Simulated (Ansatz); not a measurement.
Seebeck coefficient (μV/K, mean over directions) of p-type AlP (F-43m) against carrier density, HSE06, rigid bands (Ansatz, a quantum-chemistry and plane-wave program). Computed gap 2.28 eV; densities at which minority carriers matter at this gap, or further valleys turn the trend, are left out. Conductivity mass 0.58 mₑ (harmonic mean over directions), N_v = 9.2e19 cm⁻³ at 300 K.

```json
[
 {"hole density": "1e16 cm⁻³", "300 K": "993", "500 K": "1056"},
 {"hole density": "1e17 cm⁻³", "300 K": "794", "500 K": "857"},
 {"hole density": "1e18 cm⁻³", "300 K": "___", "500 K": "659"},
 {"hole density": "3e18 cm⁻³", "300 K": "502", "500 K": "564"},
 {"hole density": "1e19 cm⁻³", "300 K": "398", "500 K": "461"},
 {"hole density": "3e19 cm⁻³", "300 K": "305", "500 K": "367"},
 {"hole density": "1e20 cm⁻³", "300 K": "207", "500 K": "___"},
 {"hole density": "3e20 cm⁻³", "300 K": "126", "500 K": "178"},
 {"hole density": "1e21 cm⁻³", "300 K": "___", "500 K": "98"}
]
```

Question: Fill in the missing entries.

Answer: 
- 1e18 cm⁻³, 300 K: 596
- 1e20 cm⁻³, 500 K: 266
- 1e21 cm⁻³, 300 K: 62

Rigid bands with a gap fixed in temperature, one relaxation time for all states, no polarons or phonon drag, and whether or not such doping can be reached. Spin-orbit coupling is left out; where it splits the top of the valence band, N_v and the p-type Seebeck coefficient come out somewhat high without it. Geometry: cell and atoms relaxed with PBEsol.
